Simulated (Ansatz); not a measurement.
We consider Sr₃AsN (Pm-3m, No. 221, 5 atoms in the cell; start mp-1013555), described by LDA in Ansatz (plane waves, PAW).

Run with plane-wave cutoff 520 eV, 8×8×8 k mesh, Fermi–Dirac smearing 0.01 eV, scalar-relativistic PAW data made under PBE.

Cell (relaxed with PBEsol):

```
CELL_PARAMETERS angstrom
      5.04126     0.00000     0.00000
      0.00000     5.04126     0.00000
      0.00000     0.00000     5.04126
ATOMIC_POSITIONS crystal
  Sr 0.00000 0.50000 0.50000
  Sr 0.50000 0.00000 0.50000
  Sr 0.50000 0.50000 0.00000
  As 0.00000 0.00000 0.00000
  N  0.50000 0.50000 0.50000
```

Predict the band gap.


* **band gap**: 0.36 eV

Note: cell and atoms aren't relaxed at this level (pressure -1.8 GPa).

Spin–orbit coupling is not included.

Static lattice: no zero-point or thermal effects.

It cost roughly 21 core-seconds of CPU time.

A start named mp-… is a Materials Project structure, which need not be a measured phase.

Ansatz is a quantum-chemistry and plane-wave program.
